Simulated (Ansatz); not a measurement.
```
WSe2
1.0
    3.23969     0.00000     0.00000
    1.61984     2.80565     0.00000
    0.00000     0.00000    12.84502
W Se
2 4
Cartesian
  3.23969   1.87044   9.63376
  1.61984   0.93522   3.21125
  3.23969   1.87044   4.91053
  1.61984   0.93522  11.33304
  1.61984   0.93522   7.93449
  3.23969   1.87044   1.51198
```

No spin polarisation.

Level of theory: Ansatz (a first-principles code) PBE-D3(BJ), no spin-orbit coupling. Settings: 12×12×3 k-points, 0.05 eV Fermi–Dirac smearing.

Task: Predict the smallest direct gap and band gap.

Result: 
* **Smallest direct gap**: 1.73 eV
* **Band gap**: 0.89 eV

Spin-orbit coupling, missing from the scalar runs, can matter with W. The cells carry an imposed strain or load. Stability against distortions was not tested. The cell was made from WSe2 (space group P6_3/mmc, No. 194; layered, stacked along the Cartesian z axis) by this change: biaxial strain −1.20 %, plane normal [001], relaxed out of plane.
